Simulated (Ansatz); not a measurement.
Output of an Ansatz run (abridged):

```
WARN ansatz: RAYON_NUM_THREADS=1 ignored (pool sized by the plan → 1); use --threads N
Pseudopotentials: kind: paw
Pseudopotential: Sr, paw, valence charge 10
Pseudopotential: Cl, paw, valence charge 7
Crystal: 3 atoms, lattice volume = 90.792 Å³
Basis set: ecut = 420 eV, 1807 PW (Γ), exchange–correlation on 72×72×72 points (8 copies of the dense FFT grid, shifted against one another)
Bands: 16, of which v1, the nominal top of the filled ones, is band 12 counted from 1 (11 counted from 0)
Symmetry: 48 space group operations
Space group: Fm-3m (ITA 225), of the structure as read, at distance tolerance 4.5e-5 Å
k-points: 16 of 216
Initial density: superposition of atomic densities (neutral atoms: chi_scale 0, normalization atom), corrected by the library's trained network
Initial wavefunctions: pseudopotential atomic-orbital guess
Eigensolver: davidson
Functional: x = pbe(κ = 0.804, μ = 0.2195149727645171), c = pbe(β = 0.06672455060314922)
SCF iter   1: F=—  HF=-5710.716383 eV  |F-HF|=—  |Δ(HF+E_count)|=         —  Δρ=4.05e-4  dr2=1.42e-4  ethr=1.77e-3  ⟨swp⟩=6.9  Hψ=1522  notcnv=0  defer=24
all-band conjugate gradients solve this SCF's bands
preconditioner: auto → none
SCF iter   2: F=—  HF=-5710.718069 eV  |F-HF|=—  |Δ(HF+E_count)|=   1.69e-3  Δρ=2.39e-4  dr2=4.47e-5  ethr=5.93e-7  ⟨swp⟩=3.0  Hψ=775  notcnv=0  defer=30
SCF iter   3: F=—  HF=-5710.718106 eV  |F-HF|=—  |Δ(HF+E_count)|=   3.76e-5  Δρ=1.24e-4  dr2=6.24e-6  ethr=1.86e-7  ⟨swp⟩=2.0  Hψ=350  notcnv=0  defer=25
SCF iter   4: F=—  HF=-5710.718140 eV  |F-HF|=—  |Δ(HF+E_count)|=   3.36e-5  Δρ=4.89e-5  dr2=2.66e-6  ethr=2.60e-8  ⟨swp⟩=2.0  Hψ=450  notcnv=0  defer=31
SCF iter   5: F=—  HF=-5710.718139 eV  |F-HF|=—  |Δ(HF+E_count)|=   6.05e-7  Δρ=2.72e-5  dr2=7.97e-7  ethr=1.11e-8  ⟨swp⟩=2.0  Hψ=356  notcnv=0  defer=31
SCF iter   6: F=—  HF=-5710.718139 eV  |F-HF|=—  |Δ(HF+E_count)|=   1.87e-7  Δρ=1.19e-5  dr2=1.45e-7  ethr=3.32e-9  ⟨swp⟩=2.8  Hψ=390  notcnv=0  defer=30
SCF iter   7: F=-5710.718139 eV  HF=-5710.718139 eV  |F-HF|=8.57e-9  |Δ(HF+E_count)|=   3.60e-8  Δρ=3.58e-6  dr2=1.32e-8  ethr=4.17e-10  ⟨swp⟩=9.2  Hψ=1566  notcnv=0
SCF 1 converged in 7 iterations: F = -5710.718139 eV  dr2 = 1.32e-8
SCF converged after 7 iterations
Free energy (F): -5710.718139 eV
Harris-Foulkes:  -5710.718139 eV  (|F-HF|=8.57e-9)
Internal energy: -5710.718139 eV  (E = F + TS)
E sigma→0 (E₀):  -5710.718139 eV
Fermi energy:    2.486618 eV
--- Per-component energies (eV) ---
  E_band       = -161.391129
  E_kinetic    = 566.442761
  E_local      = -1222.432256  (includes V_loc(G=0)·N_el)
  E_nonlocal   = 258.587406
  E_hartree    = 338.697102
  E_xc         = -388.248203
  E_vxc        = -406.888248  (∫ρ·V_xc dr)
  E_paw        = -4013.295141  (= ΣΔE_a)
  E_vpaw       = -34.497937  (= ΣTr[D̂ρ^β])
  E_aug_tail   = 0.000179  (compensation charges beyond the density's cutoff)
  E_ewald      = -1250.469987
  E_smearing   = -0.000000  (= −TS)
  E_closure    = -0.000000  (closes the sum)
  Σ components = -5710.718139   (vs F -5710.718139, Δ=0.00e0)
--- Forces (eV/Å), atoms counted from 1 ---
  atom   1  Sr    -0.00000000     0.00000000     0.00000000
   [... zero for the other atoms too ...]
  max |Σ_I F_I| component: 2.02e-18 eV/Å
--- Stress (GPa, compression-positive) ---
       -1.216608      -0.000000      -0.000000
        0.000000      -1.216608      -0.000000
       -0.000000      -0.000000      -1.216608
  P = ⅓ Tr σ = -1.2166 GPa (-12.166 kbar)
  The stress holds the Pulay correction. Without it, at fixed plane waves, as pw.x and ABINIT print it: P = -1.2184 GPa
--- Band table (eV; the first three rows and the last of 16) ---
  k-point 0: bands = ["-30.5685", "-12.5364", "-12.5364", "-12.5364", "-10.6159", "-9.8961", "0.5895", "0.5895", "0.5895", "2.1777", "2.1777", "2.1777", "7.5718", "8.5962", "8.5962", "11.3464"]
  k-point 1: bands = ["-30.5680", "-12.5906", "-12.5388", "-12.5388", "-10.5072", "-9.9440", "0.6799", "0.6799", "0.7455", "1.8951", "2.0466", "2.0466", "8.1367", "8.7715", "8.7715", "10.3444"]
  k-point 2: bands = ["-30.5669", "-12.6842", "-12.5438", "-12.5438", "-10.3249", "-10.0139", "0.9114", "0.9114", "1.0411", "1.4260", "1.7489", "1.7489", "9.0514", "9.0514", "9.1249", "10.1890"]
  k-point 15: bands = ["-30.5657", "-12.7172", "-12.6140", "-12.5599", "-10.1193", "-10.0681", "0.1466", "0.5762", "1.0663", "1.7428", "2.1907", "2.4251", "8.4364", "9.4187", "9.6155", "9.7259"]
```

The structure:

```xyz
3
Lattice="0.0000 3.5673 3.5673 3.5673 0.0000 3.5673 3.5673 3.5673 0.0000" Properties=species:S:1:pos:R:3 pbc="T T T"
Sr     0.0000     0.0000     0.0000
Cl     5.3509     5.3509     5.3509
Cl     1.7836     1.7836     1.7836
```

Write an input that gives this output.

Other spellings and defaults could give the same log, and not every line can be read from it. The input that was run (DFT, PBE, plane waves, default PAW files):

Ansatz 0.2 input:
```yaml
crystal:
  lattice:
    - [0.000000, 3.567290, 3.567290]
    - [3.567290, 0.000000, 3.567290]
    - [3.567290, 3.567290, 0.000000]
  atoms:
    - { symbol: Sr, position: [0.000000, 0.000000, 0.000000] }
    - { symbol: Cl, position: [0.750000, 0.750000, 0.750000] }
    - { symbol: Cl, position: [0.250000, 0.250000, 0.250000] }
basis:
  ecutwfc: 420.0
kpoints:
  mp_grid: { grid: [6, 6, 6] }
hamiltonian:
  xc: pbe
  pseudopotentials: { kind: paw }
scf:
  occupations: { method: fixed }
output:
  forces: true
  eigenvalues: true
  stress: true
```

The starting cell comes from a database of computed structures (which also holds hypothetical and non-ambient phases and stackings), without a prior relaxation at this level. Its lattice was rescaled by a random factor within 2.5 % of one. Ansatz's pressure includes its estimate of the finite-basis (Pulay) stress.

Ansatz is a quantum-chemistry and plane-wave program.
